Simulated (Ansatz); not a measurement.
## How the bulk modulus of Be₃Ir (model structure, started from the Cu3Au type, Pm-3m, No. 221, 4 atoms in the cell) moves with the method

No measured value is used here.

```tsv
level (code)	value (GPa)	cell (Å³/atom)
LDA (Ansatz)	201	9.37
PBEsol (Ansatz)	191	9.61
r²SCAN (Ansatz)	190	9.70
```

Density-functional levels without +SOC have no spin–orbit coupling. LDA, PBEsol, r²SCAN: the run has no spin polarisation, so it can have missed a magnetic state. LDA, PBEsol, r²SCAN: the bulk modulus is −V dP/dV from two relaxed cells at ±2 % in volume. Each level is taken at its own relaxed cell. Cutoffs differ between the levels. Ansatz's density-functional and Hartree–Fock values are scalar-relativistic unless marked +SOC, with PAW data made under PBE.

A model structure was made by putting elements into a prototype or built by hand; it is no filed structure, need not be a known phase, and can be a saddle point held by its symmetry.

Ansatz is a program for electronic structure.
